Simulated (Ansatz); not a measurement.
# Ge: pressure series

Take Ge in the diamond structure (space group Fd-3m, No. 227) as the base.

```
CELL_PARAMETERS angstrom
      0.00000     2.83808     2.83808
      2.83808     0.00000     2.83808
      2.83808     2.83808     0.00000
ATOMIC_POSITIONS crystal
  Ge 0.50000 0.50000 0.50000
  Ge 0.75000 0.75000 0.75000
```

Cell and atoms are relaxed at each pressure.

Computed with Ansatz (a quantum-chemistry and plane-wave program), PBEsol, PAW, cutoff 420 eV, no spin-orbit coupling.

Computed cases, in order: pressure −2 GPa; pressure −1 GPa; 0 GPa (base); pressure 0.3 GPa; pressure 0.7 GPa; pressure 1.5 GPa; pressure 3 GPa; pressure 5 GPa; pressure 7.5 GPa; pressure 10 GPa.

Between which two neighbouring cases does the band gap open or close?

Between pressure 0.7 GPa (zero) and pressure 1.5 GPa (0.09 eV). The whole series: pressure −2 GPa: zero; pressure −1 GPa: zero; 0 GPa (base): zero; pressure 0.3 GPa: zero; pressure 0.7 GPa: zero; pressure 1.5 GPa: 0.09 eV; pressure 3 GPa: 0.21 eV; pressure 5 GPa: 0.29 eV; pressure 7.5 GPa: 0.36 eV; pressure 10 GPa: 0.32 eV.

Load acts through the strain it causes; cell and atoms are relaxed under it. Whether these cells are dynamically stable was not tested. Tetrahedral semiconductors of this kind turn to denser phases somewhere between about 1 and 50 GPa; those were not computed, so compressed cells here can lie past the real transition. The zero or small gap of Ge can change with the level of theory.
